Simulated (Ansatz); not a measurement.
A calculation on AlB2-type MgB2 returned lattice constant a 3.064 Å, lattice parameter c 3.497 Å, cohesive energy 5.16 eV/atom.

For reference: lattice constant a 3.083 Å (measured, 300 K, not corrected to a static lattice; as tabulated in Loa et al. (2002), arXiv:cond-mat/0206051); lattice parameter c 3.521 Å (measured, 300 K, not corrected to a static lattice; as tabulated in Loa et al. (2002), arXiv:cond-mat/0206051).

Problem. Which level of theory produced these numbers?
A. PBE0 (Ansatz, a first-principles code)
B. r²SCAN (Ansatz)
C. PBEsol (Ansatz)
D. LDA (Ansatz)

Solution. C, PBEsol (Ansatz)

The others give: r²SCAN 3.069 Å, 3.511 Å, 4.88 eV/atom; LDA 3.036 Å, 3.453 Å, 5.51 eV/atom; PBE0 3.072 Å, 3.490 Å, 4.76 eV/atom.

Unless a cell is named, each level is at its own relaxed cell (LDA 9.19, PBE0 9.51, PBEsol 9.48, r²SCAN 9.54 Å³/atom).

Ansatz's density-functional and Hartree–Fock values are scalar-relativistic unless marked +SOC, with PAW data made under PBE.
